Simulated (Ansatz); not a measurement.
Base system: PtSe₂ in the CdI2 type structure (space group P-3m1, No. 164; a = 3.7724 Å, c = 4.8183 Å; layered).

All numbers come from Ansatz (a quantum-chemistry and plane-wave program), PBE-D3(BJ), PAW, cutoff 420 eV, no SOC.

For the base:

```
Property            Value
---------------  --------
Volume per atom  19.79 Å³
c/a ratio           1.277
```

The change: a negative pressure, −1 GPa.

**Question.** What does the calculation give for the volume per atom after the change?

**Answer.** The volume per atom increases by 0.392 Å³ to 20.19 Å³.

**Question.** Estimate the effect on the c/a ratio.

**Answer.** The c/a ratio goes up by 0.0195 (1.277 → 1.297).

Load acts through the strain it causes; cell and atoms are relaxed under it. Whether these cells are dynamically stable was not tested. The final runs are not spin-polarised.
